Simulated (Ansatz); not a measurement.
A computed series for LiCl: pressure series

The reference is LiCl in the rock salt structure (space group Fm-3m, No. 225; a = 5.1504 Å).

Cell and atoms are relaxed at each pressure.

Computed with PBE (Ansatz, a quantum-chemistry and plane-wave program; PAW; 420 eV plane waves; no spin-orbit coupling).

Candidates:
(a) pressure 45 GPa
(b) pressure 60 GPa
(c) pressure 9 GPa

Base values:

The band gap comes out as 6.26 eV.

Problem. Order them by band gap, highest first.

Solution. (c) pressure 9 GPa (6.89 eV), (a) pressure 45 GPa (6.78 eV), (b) pressure 60 GPa (6.42 eV)

Load acts through the strain it causes; cell and atoms are relaxed under it. Stability against distortions was not tested. Competing high-pressure phases were not computed.
